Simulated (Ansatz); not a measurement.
Base system: MgTe in the zinc blende structure (space group F-43m, No. 216; a = 6.3681 Å). Axes: x, y, z lie along the cube axes.

All numbers come from LDA (Ansatz, a first-principles code, PAW, no spin-orbit coupling).

Before the change:

```
Quantity                Value
-------------  --------------
Electron mass  0.16 mₑ (at Γ)
```

Now apply this change: tensile biaxial strain of 2.08 % in the plane normal to [111], as in epitaxy on a mismatched substrate; the out-of-plane cell vector and the atoms relax.

Task: What happens to the electron mass and out-of-plane strain?

Result: The electron mass goes from 0.16 mₑ (at Γ) to 0.17 mₑ out of plane, 0.15 mₑ in plane (at Γ); the out-of-plane strain is -1.79 %.

Spin-orbit coupling, missing from the scalar runs, can matter with Te. The levels and masses belong to the bands next to the band gap. Effective masses come from finite differences of ±0.01 Å⁻¹. Whether these cells are dynamically stable was not tested.
